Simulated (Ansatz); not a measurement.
Base system: WC (space group P-6m2, No. 187; relaxed with 0.1 eV smearing).

```xyz
2
Lattice="2.9127 0.0000 0.0000 -1.4563 2.5225 0.0000 0.0000 0.0000 2.8354" Properties=species:S:1:pos:R:3 pbc="T T T"
W      0.0000     0.0000     0.0000
C      0.0000     1.6816     1.4177
```

Cartesian axes are those of the cell as printed.

Calculations: r2SCAN in Ansatz (plane waves to 500 eV, PAW, spin-orbit coupling left out).

For the base:

The shortest interatomic distance comes out as 2.199 Å. The band gap is zero.

It is then changed as follows: uniaxial strain ε_xx = +2.50 %, all other strain components held at zero; the atoms relax in the strained cell.

Task: What does the calculation give for the energy relative to the base after the change?

Result: The energy grows by 14 meV/atom.

Task: Predict the new shortest interatomic distance.

Result: The shortest interatomic distance rises by 0.005 Å (2.199 Å → 2.204 Å).

Task: What does the calculation give for the stress after the change?

Result: The stress (xx, yy, zz, yz, xz, xy; compression positive) comes out as (-16.9, -5.7, -4.1, 0.0, 0.0, 0.0) GPa.

Task: Predict the new band gap.

Result: The band gap is still zero.

Stability against distortions was not tested. The final runs are not spin-polarised.

Ansatz is a first-principles code.
